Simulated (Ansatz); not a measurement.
The reference is SiO2 in the rutile structure (space group P4_2/mnm, No. 136; a = 4.236 Å, c = 2.690 Å). Axes: x, y, z lie along a, b, c of the conventional cell.

Calculations: Ansatz (a first-principles code), PBE, PAW, cutoff 420 eV, without spin-orbit coupling.

The change: every lattice vector is stretched by 1.80 %; the atoms relax in the strained cell.

**Question.** Predict the stress tensor and what it implies for the stiffness.

**Answer.** Stress of the strained cell less that of the base (GPa, compression positive):
```
 -11.14    0.00    0.00
   0.00  -11.14    0.00
   0.00    0.00  -17.09
```

Then B = −ΔP/(ΔV/V₀) with ΔV/V₀ = 0.0550 gives secant stiffness values (nonlinear terms included at this strain): B (at held cell shape, above the free-shape value) ≈ 239 GPa.

As a check, the harmonic strain energy −½ V₀ Δσ:ε is 18 meV/atom; the computed energy rise is 19 meV/atom.

Whether these cells are dynamically stable was not tested.
